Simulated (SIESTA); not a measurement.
Checking a run of SIESTA on Rb₂LiNb₂Te₂O₁₂ (P1, 19 atoms in the cell). The aim is a self-consistent single point with DFT, GGA PBEsol, numerical atomic orbitals DZP, PseudoDojo PBEsol standard norm-conserving potentials (rewritten from UPF to PSML).

Cell that was meant: a = 7.5434 Å, b = 7.5492 Å, c = 7.5750 Å, α = 90.89°, β = 119.73°, γ = 118.87°.

Part of the input:

```
XC.functional                GGA
XC.authors                   PBEsol
PAO.BasisSize                DZP
PAO.EnergyShift              0.1 Ry
PAO.Polarization.NonPerturbative true
MeshCutoff                   400 Ry
%block kgrid.MonkhorstPack
```

Output (repeated stretches shortened):

```
reinit: Reading from file input.fdf

reinit: System Name: Rb2LiNb2(TeO6)2
reinit: System Label: siesta

   [... lines left out ...]

outcell: Cell vector modules (Ang)   :    7.543356    7.549235    7.575013
outcell: Cell angles (23,13,12) (deg):     90.8864    119.7317    118.8671
outcell: Cell volume (Ang**3)        :    309.0619
new_DM -- step:     1
Initializing Density Matrix...

Attempting to read DM from file... Failed...
DM filled with atomic data:

InitMesh: MESH = 72 x 80 x 80 = 460800
InitMesh: Mesh cutoff (required, used) =   400.000   404.512 Ry

stepf: Methfessel-Paxton step function
       Using Hermite-Gauss polynomials of order  1
        iscf     Eharris(eV)        E_KS(eV)     FreeEng(eV)     dDmax    Ef(eV) dHmax(eV)
   scf:    1   -16053.134979   -15973.416801   -15973.427885  0.891848  1.771783 30.641980
   scf:    2   -16037.273695   -16010.801482   -16010.805017  0.350063  1.726095 13.466168
   scf:    3   -16012.164662   -16017.101856   -16017.102554  0.246010  0.501093  5.033530
   scf:    4   -16021.638967   -16019.860678   -16019.861905  0.088231  0.452924  3.623341
   scf:    5   -16021.703381   -16020.983129   -16020.984281  0.057615  0.056047  1.056860
   [... lines left out ...]
   scf:   10   -16021.094093   -16021.094016   -16021.095372  0.000335 -0.015503  0.013838
   scf:   11   -16021.094087   -16021.094054   -16021.095408  0.000306 -0.015437  0.007649
   scf:   12   -16021.094067   -16021.094061   -16021.095415  0.000171 -0.015014  0.003537
   scf:   13   -16021.094063   -16021.094062   -16021.095416  0.000070 -0.014607  0.001783
   scf:   14   -16021.094062   -16021.094062   -16021.095416  0.000038 -0.014421  0.001013
   scf:   15   -16021.094062   -16021.094062   -16021.095417  0.000013 -0.014389  0.000649
SCF Convergence by DM+H criterion
max |DM_out - DM_in|         :     0.0000128505
max |H_out - H_in|      (eV) :     0.0006485061
SCF cycle converged after 15 iterations

Using DM_out to compute the final energy and forces

siesta: E_KS(eV) =           -16021.0941

siesta: E_KS - E_eggbox =    -16021.0941

siesta: Atomic forces (eV/Ang):
     1   -0.626449   -0.178284    0.219155
     2    0.050351   -0.218253    0.435050
     3   -0.068556   -0.299645   -1.240720
   [... 16 lines left out ...]
   Tot   -0.047695   -0.058055   -0.058826
   Max    3.405549
   Res    1.179150    sqrt( Sum f_i^2 / 3N )
   Max    3.405549    constrained

Stress tensor Voigt[x,y,z,yz,xz,xy] (kbar):      528.83      526.31      520.82        3.14        3.21        2.36
   [... lines left out ...]
siesta: FreeEng =    -16021.095417
   [... lines left out ...]
siesta:     0.001471    0.328495    0.001962
siesta:     0.002005    0.001962    0.325067

siesta: Cell volume =        309.061851 Ang**3

siesta: Pressure (static):
siesta:                Solid            Molecule  Units
siesta:          -0.00357104         -0.00357121  Ry/Bohr**3
siesta:          -0.32787785         -0.32789310  eV/Ang**3
siesta:        -525.31823261       -525.34266653  kBar
```

**Question.** Is anything amiss in this input, and did it matter?

**Answer.** The run is not sound. The fault is an energy shift that confines the orbitals too tightly. A large shift gives short orbitals and a poorer basis. To fix it, use a small shift. The run converged in 15 iterations without an error; against the sound input the free energy rises by 5.61 eV/atom, the pressure goes from -2.83 to -52.53 GPa and the largest force goes from 1.509 to 3.411 eV/Å.

The sound input it was made from differs as follows (other fixes are possible):
```diff
-PAO.EnergyShift              0.1 Ry
+PAO.EnergyShift              0.005 Ry
```

With that input, the run converged in 13 iterations: free energy E − TS -16127.6370 eV; Fermi level (on the code's own zero) -5.59 eV; pressure -2.83 GPa; largest force (vector length) 1.509 eV/Å (DFT, GGA PBEsol, numerical atomic orbitals DZP, PseudoDojo PBEsol standard norm-conserving potentials (rewritten from UPF to PSML)).

On the sound input: the starting cell comes from a database of computed structures (which also holds hypothetical and non-ambient phases and stackings), without a prior relaxation at this level. Its lattice was rescaled by a random factor within 2.5 % of one. Spin polarisation is off; with an odd number of electrons in the cell that forces a metal, and a magnetic state may lie lower. Values carry the incompleteness of an atom-centred basis. Forces in this geometry exceed 1 eV/Å.
